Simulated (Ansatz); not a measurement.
Levels about the gap of amorphous Si14Zr8O44 (66 atoms in a cell of 922 Å³, 3.29 g/cm³; zone centre alone, so wide bands show as single levels with stretches between that a denser mesh fills), at the geometry that PBE relaxed, where it gives 0.0 GPa on a denser mesh. Exact exchange is cut at the faces of this small cell, which leaves a finite-size error. The participation number counts the atoms over which a state spreads; weights are charges in smoothed Voronoi cells. The levels come from a single point, so bond lengths are those of that geometry. Method of the levels: HSE06, scalar-relativistic without spin-orbit coupling (Ansatz, a program for electronic structure). Sampling: the zone centre alone; Fermi-Dirac width 0.02 eV; no spin polarisation. At PBE the levels at both edges of the gap are localised (band-tail or defect states), and the nearest spread-out levels lie 4.5 eV apart at the zone centre.

The cell was made by melting and quenching with the CHGNet potential and then relaxed with DFT. O atoms were pushed apart under 1.9 Å during the dynamics, to hinder bonds among them. The hot cell started wider than the set density and was brought back towards it in steps. It is the lowest in DFT energy of 2 quenches. It is a model cell: composition and starting density were chosen by hand, and all elements were melted together. No dispersion term was used. Its density started from a set value of 3.32 and ended at 3.29 g/cm³. The quench (nominally 310 K/ps over its main leg) was far faster than any real one, so the model tends to hold more defects than a real film. A cell of this size samples the disorder only roughly. Volume and shape were free in the relaxation.

```tsv
E - E(highest filled), eV	filling	participation number	largest on	weight O	weight Zr	weight Si
-0.57	filled	10.7	O, 2 neighbours	0.95	0.03	0.02
-0.56	filled	17.4	O, 2 neighbours	0.95	0.03	0.02
-0.49	filled	13.2	O, 2 neighbours	0.94	0.03	0.03
-0.47	filled	11.5	O, 2 neighbours	0.96	0.02	0.02
-0.38	filled	8.4	O, 2 neighbours	0.96	0.02	0.02
-0.32	filled	14.9	O, 3 neighbours	0.96	0.02	0.02
0.00	filled	4.5	O, 2 neighbours	0.96	0.02	0.02
5.59	empty	5.1	Zr, 5 neighbours	0.29	0.69	0.02
5.66	empty	8.1	Zr, 5 neighbours	0.31	0.67	0.03
5.78	empty	5.0	Zr, 6 neighbours	0.36	0.61	0.03
5.93	empty	6.1	Zr, 5 neighbours	0.30	0.67	0.03
5.96	empty	6.2	Zr, 5 neighbours	0.30	0.67	0.03
6.02	empty	14.0	Zr, 5 neighbours	0.33	0.64	0.03
6.08	empty	12.4	Zr, 6 neighbours	0.37	0.59	0.05
```

Most localised among these is the filled level at +0.00 eV, on a O atom, which has 2 neighbours (Si 1.60 Å, Zr 2.10 Å).
